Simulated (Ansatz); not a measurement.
**Cr3Ge (Pm-3n, No. 223, 8 atoms in the cell; start mp-20685)**

Level of theory: r²SCAN-D4 (Ansatz, a quantum-chemistry and plane-wave program, plane waves, PAW).

Numerical settings: plane-wave cutoff 500 eV, 10×10×10 k mesh, Fermi–Dirac smearing 0.05 eV, no spin polarisation, scalar-relativistic PAW data made under PBE.

Cell (relaxed at this level):

```yaml
crystal:
  lattice:
    - [4.53527, 0.00000, 0.00000]
    - [0.00000, 4.53527, 0.00000]
    - [0.00000, 0.00000, 4.53527]
  atoms:
    - { symbol: Cr, position: [0.25000, 0.00000, 0.50000] }
    - { symbol: Cr, position: [0.75000, 0.00000, 0.50000] }
    - { symbol: Cr, position: [0.50000, 0.75000, 0.00000] }
    - { symbol: Cr, position: [0.50000, 0.25000, 0.00000] }
    - { symbol: Cr, position: [0.00000, 0.50000, 0.75000] }
    - { symbol: Cr, position: [0.00000, 0.50000, 0.25000] }
    - { symbol: Ge, position: [0.00000, 0.00000, 0.00000] }
    - { symbol: Ge, position: [0.50000, 0.50000, 0.50000] }
```

- band gap = none

Note: the relaxation could not lower the start's symmetry, so the cell can be a saddle point above a distorted one.

Spin–orbit coupling is not included.

Computed values are for the static lattice.

A start named mp-… is a Materials Project structure, which need not be a measured phase.
